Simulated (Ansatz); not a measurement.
## fluorite-type CoSi2 (0 0 1) on Si0.75Ge0.25, ordered (0 0 1), C on 1 of 2 substrate sites at each interface (film strained to the substrate, faces as cut)

A periodic stack without vacuum, fluorite-type CoSi2 (0 0 1) on Si0.75Ge0.25, ordered (0 0 1), C on 1 of 2 substrate sites at each interface (film strained to the substrate, faces as cut): substrate slab Ge4Si16C2, film Co8Si16, surface cells [[0, -1], [1, 0]] and [[0, -1], [2, 1]], film strained by +3.2 and +3.2 %, faces GeSi/GeSi and Si/Co as cut (like faces can put a slab off its formula).

The start was prepared with a machine-learned potential, and the result is one local minimum, with the in-plane cell held and forces under 0.04 eV/Å; the film can end far from its bulk form.

Calculation: PBE (plane waves to 420 eV, PAW; Ansatz, an electronic-structure program). Spin–orbit coupling is left out; the runs are not spin-polarised; PBE gaps are too small against experiment. Its k-point mesh 5×5×1, Fermi–Dirac width 0.05 eV.

* **interface area**: 30.6 Å²
* **period**: 24.34 Å
* **gaps between the outermost planes at the two interfaces**: 1.25 and 0.75 Å
* **Si–Si contacts across the interfaces within 1.22 times the sum of covalent radii**: 7, mean 2.45 Å
* **C–Si contacts across the interfaces within 1.22 times the sum of covalent radii**: 3, mean 2.01 Å
* **C–Co contacts across the interfaces within 1.22 times the sum of covalent radii**: 2, mean 2.00 Å
* **Co–Si contacts across the interfaces within 1.22 times the sum of covalent radii**: 2, mean 2.27 Å

```xyz
46
Lattice="5.5315 -0.0006 -0.1535 -0.0016 5.5318 -0.1116 -3.5612 -0.5518 24.4632" Properties=species:S:1:pos:R:3 pbc="T T T"
Ge    -0.4361    -0.4476     2.8820
Si     2.3339     2.3231     2.7439
C      2.2411    -0.5150     0.3080
Si    -0.5221     2.2489     0.5546
Si     1.1648     0.7038     1.4146
Si     3.4180     3.8831     1.2830
Ge    -0.2869    -0.3683     8.4750
Si     2.4881     2.4592     8.2105
Si     3.7958     1.0572     4.1129
Si     0.9391     3.6342     4.1464
Ge     2.3991    -0.3813     5.5070
Si    -0.3561     2.3658     5.6487
Si     1.0559     1.0192     6.9830
Si     3.8309     3.7885     6.8039
C     -0.0727    -0.5499    13.5031
Si     2.6706     2.8061    13.2416
Si     3.8425     1.1472     9.6088
Si     1.2100     3.7683     9.7073
Ge     2.5199    -0.1708    11.1537
Si    -0.1762     2.3916    11.0641
Si     0.8515     0.9116    12.6508
Si     4.2742     4.0762    12.0994
Co     2.6488     2.9629    18.6169
Co    -0.1147     0.1992    18.7384
Co    -0.1498     2.9165    16.0353
Co     2.5905     0.1271    15.9643
Co    -2.6467     3.1256    23.9745
Co    -0.0290     0.2305    23.9553
Co    -0.0439     3.0286    21.3074
Co    -2.7933     0.2469    21.4359
Si    -1.5321     4.3188    17.4165
Si     1.2425     1.5407    17.4292
Si     1.2479     4.3437    17.3112
Si    -1.5318     1.5717    17.4785
Si     1.2045     4.2188    14.6212
Si    -1.6110     1.5651    14.9397
Si    -1.4196     4.4219    14.8025
Si     1.2599     1.6053    14.8967
Si    -1.3898     4.4266    22.5835
Si     1.3811     1.6602    22.5263
Si     1.3927     4.4214    22.5453
Si    -1.3740     1.6561    22.6745
Si     1.3080     4.3766    19.9319
Si    -1.4556     1.6139    20.0732
Si    -1.4579     4.3697    19.9991
Si     1.3074     1.6053    19.9861
```
